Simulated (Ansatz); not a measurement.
Na under a change: x(K) = 0.667, 3 atoms, P-3m1

Consider Na in the bcc (W type) structure (space group Im-3m, No. 229; a = 4.2223 Å).

The other end (x = 1) is K in the bcc (W type) structure (space group Im-3m, No. 229): 76.31 Å³/atom, gap zero.

Perturbation: K replaces 66.7 % of the Na, ordered in a cell of 3 atoms (starting symmetry P-3m1) and fully relaxed.

Level of theory: plane-wave PAW DFT at the r2SCAN level (Ansatz, a first-principles code, 500 eV), spin-orbit coupling left out, earlier PAW set. Γ-centred 8×8×11 mesh, Fermi–Dirac width 0.05 eV, for the changed cell.

The volume per atom rises by 23.975 Å³, from 37.64 Å³ to 61.61 Å³ and the density falls by 0.105 g/cm³ to 0.91 g/cm³. The shortest interatomic distance rises by 0.615 Å to 4.272 Å and the band gap remains zero. The mixing energy amounts to +0.03 eV/atom (to 0.01 eV only: unlike meshes or grids).

Cost of the whole job for the changed cell (relaxation, final SCF and bands): about 5 core-minutes (a rough figure).

Each cell is one ordered arrangement of few atoms, which overstates ordering effects compared with a random alloy. Stability against distortions was not tested.
